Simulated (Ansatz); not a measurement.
GeH3 on the (111) surface of germanium (2x2 Ge adatom at T4; a constructed slab, bottom: 4 H on 4 bottom sites), one in a cell of 57 Å², energies for each. Energies are against GeH4(g) − ½ H2(g), without zero-point or thermal terms; each row is named by its start (#2, #3: further inequivalent places of a kind).

These are PBE (plane waves to 420 eV, PAW; Ansatz, a program for electronic structure) values and carry that method's errors.

Model: 41-atom slab, 13.7 Å thick at the start with caps and adatoms under the adsorbate (thin: gaps and levels are the slab's own), 3x3x1 mesh, Fermi-Dirac 0.01 eV, dipole correction, 20 atoms held, the rest relaxed; each run with such symmetry as its start has; spin-polarised, no spin-orbit, no U, no dispersion correction.

A negative adsorption energy means that the adsorbate is more stable on the surface than in its reference. Starts that drift may end in the same place. Heights count from the host atoms within 0.3 Å of the top one. Moments of ungapped slabs depend on the mesh.

| starting site | E_ads (eV) | height (Å) | nearest host atom (Å) | bonded to | Δ work function (eV) | lateral drift (Å) | moment (μB) |
|---|---|---|---|---|---|---|---|
| top Ge | -0.04 | 2.49 | Ge 2.49 | Ge | 0.36 | 0.0 | 0.5 |
| top Ge #2 | -0.60 | 0.95 | Ge 2.46 | Ge | -0.11 | 0.0 | 0.8 |
| over Ge at depth 1.5 Å (the adsorbate broke or entered a bond of the host) | -0.03 | 0.81 | Ge 2.48 | Ge | 0.07 | 0.5 | 0.8 |
| bridge Ge-Ge (span 4.7 Å) | -0.60 | 0.95 | Ge 2.46 | Ge | -0.11 | 2.3 | 0.8 |
